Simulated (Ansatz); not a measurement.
## HfSi2: response to strain

The reference is HfSi2 (space group Cmcm, No. 63).

```xyz
6
Lattice="1.8251 -7.1748 0.0000 1.8251 7.1748 0.0000 0.0000 0.0000 3.6352" Properties=species:S:1:pos:R:3 pbc="T T T"
Si     1.8251    -6.3822     2.7264
Si     1.8251     6.3822     0.9088
Si     1.8251     3.5894     2.7264
Si     1.8251    -3.5894     0.9088
Hf     1.8251    -1.5030     2.7264
Hf     1.8251     1.5030     0.9088
```

Cartesian axes are those of the cell as printed.

Strains are applied to the cell and any free atomic positions relax; under biaxial strain the out-of-plane vector relaxes too; under stress the whole cell relaxes.

Method: PBEsol (Ansatz, a program for electronic structure), without spin-orbit coupling.

Notes on the quantities. energy relative to the base: free energy F; pressure: mean of the normal stresses, compression positive.

| case | energy relative to the base | volume per atom | pressure | space group |
|---|---|---|---|---|
| base | 0 meV/atom | 15.87 Å³ | 0.0 GPa | Cmcm (No. 63) |
| biaxial strain −4.98 %, plane normal [001], relaxed out of plane | +67 meV/atom | 14.85 Å³ | 9.5 GPa | Cmcm (No. 63) |
| biaxial strain −4.33 %, plane normal [001], relaxed out of plane | +50 meV/atom | 14.97 Å³ | 8.1 GPa | Cmcm (No. 63) |
| isotropic strain −1.21 % | +9.6 meV/atom | 15.30 Å³ | 5.6 GPa | Cmcm (No. 63) |
| uniaxial strain ε_xx = −5.13 % | +37 meV/atom | 15.05 Å³ | 8.9 GPa | Cmcm (No. 63) |
| uniaxial strain ε_xx = +2.01 % | +4.9 meV/atom | 16.19 Å³ | -2.8 GPa | Cmcm (No. 63) |
| uniaxial stress, 8 GPa compression along z | +13 meV/atom | 15.67 Å³ | – | Cmcm (No. 63) |
| tensor shear ε_xy = +1.31 % | +4.0 meV/atom | 15.87 Å³ | 0.1 GPa | P2_1/m (No. 11) |

Without a gap, meshes like the base's 13×13×13 leave anisotropic stresses uncertain by several tenths of a GPa, and small strain energies with them. Beyond what the load breaks, stability against distortions was not tested. All final runs are without spin polarisation.
